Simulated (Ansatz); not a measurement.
Band-edge transport in semiconductors and insulators: compounds that share space group Fm-3m and stoichiometry, r2SCAN, rigid bands in Ansatz (a first-principles code); geometry: cell and atoms relaxed with PBEsol.

```json
[
 {"Compound": "NaCl", "volume per atom (Å³)": "22.0", "band gap": "5.98 eV", "electron conductivity mass": "0.41 mₑ", "Seebeck coefficient, n-type 1e19 cm⁻³": "-190 μV/K"},
 {"Compound": "LiH", "volume per atom (Å³)": "7.9", "band gap": "3.62 eV", "electron conductivity mass": "0.31 mₑ", "Seebeck coefficient, n-type 1e19 cm⁻³": "-302 μV/K"},
 {"Compound": "NaH", "volume per atom (Å³)": "13.8", "band gap": "4.40 eV", "electron conductivity mass": "(withheld)", "Seebeck coefficient, n-type 1e19 cm⁻³": "-352 μV/K"},
 {"Compound": "KBr", "volume per atom (Å³)": "35.1", "band gap": "5.15 eV", "electron conductivity mass": "(withheld)", "Seebeck coefficient, n-type 1e19 cm⁻³": "-184 μV/K"},
 {"Compound": "YN", "volume per atom (Å³)": "14.3", "band gap": "0.54 eV", "electron conductivity mass": "0.22 mₑ", "Seebeck coefficient, n-type 1e19 cm⁻³": "-238 μV/K"},
 {"Compound": "BaS", "volume per atom (Å³)": "31.7", "band gap": "2.51 eV", "electron conductivity mass": "0.44 mₑ", "Seebeck coefficient, n-type 1e19 cm⁻³": "(withheld)"},
 {"Compound": "LiF", "volume per atom (Å³)": "8.0", "band gap": "10.20 eV", "electron conductivity mass": "0.89 mₑ", "Seebeck coefficient, n-type 1e19 cm⁻³": "(withheld)"},
 {"Compound": "NaF", "volume per atom (Å³)": "12.4", "band gap": "7.15 eV", "electron conductivity mass": "0.58 mₑ", "Seebeck coefficient, n-type 1e19 cm⁻³": "-229 μV/K"}
]
```

Problem. What belongs in the gaps?

Solution. 
- NaH, electron conductivity mass: 0.48 mₑ
- KBr, electron conductivity mass: 0.39 mₑ
- BaS, Seebeck coefficient, n-type 1e19 cm⁻³: -305 μV/K
- LiF, Seebeck coefficient, n-type 1e19 cm⁻³: -282 μV/K

Masses are for dilute carriers at 300 K, harmonic means over directions unless an axis is named. Seebeck coefficients are for the stated density at 300 K, with one relaxation time for all states and whether or not that doping can be reached. Spin-orbit coupling is left out.

Formula and space group known from diffraction (Crystallography Open Database), not checked to be the room-temperature form: BaS (Fm-3m).
